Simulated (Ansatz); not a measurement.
Start from TiPd in the CsCl type structure (space group Pm-3m, No. 221; relaxed with 0.1 eV smearing).

```
CELL_PARAMETERS angstrom
      3.13356     0.00000     0.00000
      0.00000     3.13356     0.00000
      0.00000     0.00000     3.13356
ATOMIC_POSITIONS crystal
  Ti 0.50000 0.50000 0.50000
  Pd 0.00000 0.00000 0.00000
```

Cartesian axes are those of the cell as printed.

Level of theory: PBEsol, PAW, 420 eV (Ansatz, an electronic-structure program; no spin-orbit coupling).

Perturbation: tensile biaxial strain of 4.81 % in the plane normal to [001], as in epitaxy on a mismatched substrate; the out-of-plane cell vector and the atoms relax.

Question: Estimate the effect on the out-of-plane strain.

Answer: The out-of-plane strain comes out as -10.23 %.

Whether these cells are dynamically stable was not tested. The final runs are not spin-polarised. Under biaxial strain +4.81 %, plane normal [001], relaxed out of plane the cell ends below the base's energy or with stress of the wrong sign: the atoms slid into a distortion or the cell is elastically unstable, so the base is not a stable minimum at this level.
